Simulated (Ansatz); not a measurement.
**AlN (P6₃/mmc, No. 194, 4 atoms in the cell; start mp-13178; a measured phase of this formula has another space group)**

Level of theory: LDA in Ansatz (plane waves, PAW).

Settings: plane-wave cutoff 520 eV, 12×12×8 k mesh (along the axes of the cell as run), Fermi–Dirac smearing 0.01 eV, scalar-relativistic PAW data made under PBE.

Cell (relaxed at this level):

```cif
data_Al2N2
_chemical_formula_sum 'Al2 N2'
_space_group_name_H-M_alt 'P63/mmc'
_space_group_IT_number 194
_space_group_name_Hall '-P 6c 2c'
_cell_length_a 3.27572
_cell_length_b 3.27572
_cell_length_c 4.10188
_cell_angle_alpha 90.000
_cell_angle_beta 90.000
_cell_angle_gamma 120.000
loop_
_atom_site_label
_atom_site_type_symbol
_atom_site_symmetry_multiplicity
_atom_site_Wyckoff_symbol
_atom_site_fract_x
_atom_site_fract_y
_atom_site_fract_z
_atom_site_occupancy
Al1 Al 2 d 0.66667 0.33333 0.25000 1
N1 N 2 c 0.33333 0.66667 0.25000 1
```

| Property | Value |
|---|---|
| band gap | 3.62 eV (on the SCF k mesh) |
| bulk modulus | 223 GPa |

Note: the relaxation could not lower the start's symmetry, so the cell can be a saddle point above a distorted one; the bulk modulus is −V dP/dV from two relaxed cells at ±2 % in volume.

The computed numbers hold no vibrational or temperature effects.

The result took about 29 core-seconds (a rough figure).

A start named mp-… is a Materials Project structure, which need not be a measured phase.

Ansatz is a quantum-chemistry and plane-wave program.
